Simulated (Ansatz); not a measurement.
Start from SnS2 in the CdI2 type structure (space group P-3m1, No. 164; a = 3.669 Å, c = 5.808 Å; layered, stacked along the Cartesian z axis).

Calculations: PBE-D3(BJ), PAW, 420 eV (Ansatz, an electronic-structure program; no SOC), earlier PAW set.

Modification: Ti takes the place of Sn on all its sites; the structure is relaxed again.

Measured lattice parameter a: SnS2 3.6456 Å (room temperature; as listed in de Lima et al., arXiv (2018)); TiS2 3.4073 Å (temperature not stated; as listed in R.R. Chianelli, J.C. Scanlon, A.H. Thompson, Materials Research Bulletin (1975)).

Q: How well does PBE-D3(BJ) reproduce the measured shift?

A: With PBE-D3(BJ) the lattice parameter a moves by -0.309 Å (3.669 → 3.360) against -0.238 Å measured.

No phonon test of stability was made. All final runs are without spin polarisation.
